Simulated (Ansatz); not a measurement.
**CuI (Cmcm, No. 63, 4 atoms in the cell; start mp-1007922; another space group than a measured phase of this formula)**

Calculation: LDA in Ansatz (PAW).

Run with plane-wave cutoff 520 eV, 6×6×8 k mesh (along the axes of the cell as run), Fermi–Dirac smearing 0.01 eV, no spin polarisation, scalar-relativistic PAW data made under PBE.

Cell (relaxed at this level):

CuI has the orthorhombic space group Cmcm (No. 63), Pearson symbol oS8. Cell: a = 6.6707 Å, b = 6.9400 Å, c = 4.2546 Å, α = β = γ = 90.00°. Cu on 4c is surrounded by 3 I at 2.535–2.561 Å (trigonal planar). I on 4c is surrounded by 3 Cu at 2.535–2.561 Å. (Neighbours: up to the widest gap in distance over summed covalent radii, below 1.35, at either atom; cation-cation and far metal-metal contacts left out.)
(The calculation used a cell of 4 atoms; values per cell refer to that cell.)

For CuI (Cmcm, No. 63, 4 atoms in the cell; start mp-1007922; another space group than a measured phase of this formula), the band gap is 0.83 eV.

Spin–orbit coupling is not included; with these elements it can move the gap by several tenths of an eV or more.

The computed numbers hold no vibrational or temperature effects.

Computing time: roughly 50 core-seconds.

A start named mp-… is a Materials Project structure, which need not be a measured phase.

Ansatz is an electronic-structure program.
